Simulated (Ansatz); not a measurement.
Y2SiO5 (P2₁/c, No. 14, 32 atoms in the cell; start mp-554420), treated with r²SCAN in Ansatz (PAW).

Run with plane-wave cutoff 560 eV, 4×6×6 k mesh (along the axes of the cell as run), Fermi–Dirac smearing 0.01 eV, scalar-relativistic PAW data made under PBE.

Cell (relaxed with PBEsol):

```
CELL_PARAMETERS angstrom
      9.02180     0.00000     0.00179
      0.00000     6.83427     0.00000
     -1.82959     0.00000     6.40874
ATOMIC_POSITIONS crystal
  Y  0.87464 0.36046 0.05855
  Y  0.12536 0.63954 0.94145
  Y  0.12536 0.86046 0.44145
  Y  0.87464 0.13954 0.55855
  Y  0.47237 0.87485 0.26763
  Y  0.52763 0.12515 0.73237
  Y  0.52763 0.37485 0.23237
  Y  0.47237 0.62515 0.76763
  Si 0.79944 0.58915 0.52641
  Si 0.20056 0.41085 0.47359
  Si 0.20056 0.08915 0.97359
  Si 0.79944 0.91085 0.02641
  O  0.61352 0.11856 0.43929
  O  0.38648 0.88144 0.56071
  O  0.38648 0.61856 0.06071
  O  0.61352 0.38144 0.93929
  O  0.61369 0.86486 0.99081
  O  0.38631 0.13514 0.00919
  O  0.38631 0.36486 0.50919
  O  0.61369 0.63514 0.49081
  O  0.79143 0.42704 0.33784
  O  0.20857 0.57296 0.66216
  O  0.20857 0.92704 0.16216
  O  0.79143 0.07296 0.83784
  O  0.10453 0.28469 0.98168
  O  0.89547 0.71531 0.01832
  O  0.89547 0.78469 0.51832
  O  0.10453 0.21531 0.48168
  O  0.12402 0.94930 0.77348
  O  0.87598 0.05070 0.22652
  O  0.87598 0.44930 0.72652
  O  0.12402 0.55070 0.27348
```

What does this level give for the band gap and smallest direct gap on the k points sampled?


- band gap = 5.47 eV
- smallest direct gap on the k points sampled = 5.63 eV

Note: cell and atoms aren't relaxed at this level (largest force component 0.42 eV/Å, pressure 1.4 GPa).

Spin–orbit coupling is not included.

Static lattice: no zero-point or thermal effects.

Cost on a shared machine: around 12 core-minutes (rough).

A start named mp-… is a Materials Project structure, which need not be a measured phase.

Ansatz is a first-principles code.
